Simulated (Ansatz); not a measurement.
Start from BiB in the zinc blende structure (space group F-43m, No. 216; a = 5.456 Å; a hypothetical phase, not in the database extracts checked).

Modification: cell and atoms relaxed at a pressure of 3 GPa.

Levels (all Ansatz, a program for electronic structure, PAW): PBEsol (420 eV, without spin-orbit coupling); r2SCAN (500 eV, scalar-relativistic without spin-orbit coupling); HSE06 (420 eV, no spin-orbit coupling).

At the geometry relaxed with PBEsol, these levels gave the following band gaps, in shuffled order: (a) 0.59 eV, (b) 1.14 eV, (c) 0.73 eV.

Match each gap to its level.

(a) PBEsol; (b) HSE06; (c) r2SCAN.

Single points use the geometry relaxed with PBEsol. HSE06 was sampled on its mesh, a few special points and the semilocal edge points, so its gap is an upper bound. With Bi present, leaving out spin-orbit coupling can change the band edges. Load acts through the strain it causes; cell and atoms are relaxed under it. Stability against distortions was not tested.
